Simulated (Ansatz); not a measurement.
2 layers of hBN, twisted by 32.2°

Level of theory: PBE+D3(BJ) (plane waves to 420 eV, PAW; Ansatz, an electronic-structure program). Scalar-relativistic, without spin–orbit coupling; PBE gaps are too small against experiment. Its k-point mesh 4×4×1, Fermi–Dirac width 0.01 eV. A dipole correction is on.

- gap between facing atomic planes = 3.45 Å
- step of the vacuum level across the stack (top less bottom) = 0.00 eV
- interaction energy of the frozen layers = -15.7 meV/Å²
- interaction energy without the D3 term at this geometry = +3.4 meV/Å²
- PBE gap over the mesh and listed points off it = 4.46 eV
- valence and conduction edges under the vacuum level of the lower face = 5.84 and 1.38 eV

```
CELL_PARAMETERS angstrom
      9.04567     0.00000     0.00000
     -4.52284     7.83378     0.00000
      0.00000     0.00000    21.50000
ATOMIC_POSITIONS crystal
  B  0.12820 0.17950 0.41973
  B  0.20514 0.48718 0.41972
  B  0.28204 0.79486 0.41972
  B  0.35897 0.10256 0.41963
  B  0.43590 0.41025 0.41967
  B  0.51282 0.71796 0.41972
  B  0.58975 0.02565 0.41967
  B  0.66667 0.33333 0.41981
  B  0.74359 0.64103 0.41963
  B  0.82050 0.94870 0.41973
  B  0.89744 0.25641 0.41963
  B  0.97435 0.56410 0.41967
  B  0.05130 0.87180 0.41973
  N  0.17953 0.05135 0.41966
  N  0.25640 0.35893 0.41972
  N  0.33333 0.66667 0.41980
  N  0.41023 0.97430 0.41948
  N  0.48720 0.28205 0.41972
  N  0.56408 0.58977 0.41948
  N  0.64107 0.89747 0.41972
  N  0.71795 0.20515 0.41972
  N  0.79485 0.51280 0.41972
  N  0.87182 0.82047 0.41966
  N  0.94865 0.12818 0.41966
  N  0.02570 0.43592 0.41948
  N  0.10253 0.74360 0.41972
  B  0.25641 0.89744 0.58037
  B  0.33333 0.66667 0.58019
  B  0.56410 0.97435 0.58033
  B  0.17950 0.12820 0.58027
  B  0.41025 0.43590 0.58033
  B  0.64103 0.74359 0.58037
  B  0.87180 0.05130 0.58027
  B  0.48718 0.20514 0.58028
  B  0.71796 0.51282 0.58028
  B  0.94870 0.82050 0.58027
  B  0.79486 0.28204 0.58028
  B  0.02565 0.58975 0.58033
  B  0.10256 0.35897 0.58037
  N  0.20515 0.71795 0.58028
  N  0.28205 0.48720 0.58028
  N  0.51280 0.79485 0.58028
  N  0.12818 0.94865 0.58034
  N  0.35893 0.25640 0.58028
  N  0.58977 0.56408 0.58052
  N  0.82047 0.87182 0.58034
  N  0.43592 0.02570 0.58052
  N  0.66667 0.33333 0.58020
  N  0.89747 0.64107 0.58028
  N  0.74360 0.10253 0.58028
  N  0.97430 0.41023 0.58052
  N  0.05135 0.17953 0.58034
```
